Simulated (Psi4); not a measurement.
Psi4 1.11, TPSS/def2-svp: Bi(I)3 ([I][Bi]([I])[I]), 4 atoms. The geometry is a generated start, not checked to be a minimum at this level.

```
Quantity                                             Result
--------------------------  -------------------------------
task                                                 energy
method                                                 tpss
basis                                              def2-svp
memory                                                 3 GB
maxiter                                                 100
keys of the molecule block                      symmetry c1
scf_type                                       df (default)
diis_max_vecs                                  10 (default)
e_convergence                               1e-06 (default)
d_convergence                               1e-06 (default)
dft_radial_points                              75 (default)
dft_spherical_points                          302 (default)
effective core potentials   those of the basis set, past Kr
basis functions                                         104
grid points                                           80799
```

```xyz
4

Bi     0.0032     0.0020     1.0507
I      0.4032    -2.3704    -0.3519
I      1.8492     1.5315    -0.3635
I     -2.2556     0.8370    -0.3353
```

With the defaults (diis = true, scf_initial_accelerator = adiis, damping_percentage = 0, diis_start = 1, guess = auto, which took SAD, level_shift = 0, level_shift_cutoff = 0.01) it converges in 9 SCF iterations. One run each on 2 threads, with these changes:
- diis = false, scf_initial_accelerator = none, damping_percentage = 60
- guess = modhuckel
- diis_start = 4
- guess = core
- guess = sadno
- scf_initial_accelerator = ediis
- guess = sap
- level_shift = 0.5, level_shift_cutoff = 0.001
- damping_percentage = 20

### Question
Which of these changes keep the SCF from converging, or lead it to another solution?

### Answer
No convergence: diis = false, scf_initial_accelerator = none, damping_percentage = 60 (the run ends without SCF convergence in 100 iterations). The rest reach the solution of the defaults.

```tsv
setting	SCF iterations	end
the defaults	9	same solution
scf_initial_accelerator = ediis	9	same solution
level_shift = 0.5, level_shift_cutoff = 0.001	10	same solution
guess = modhuckel	11	same solution
guess = core	12	same solution
guess = sadno	12	same solution
guess = sap	14	same solution
diis_start = 4	16	same solution
damping_percentage = 20	21	same solution
diis = false, scf_initial_accelerator = none, damping_percentage = 60	100	no convergence
```
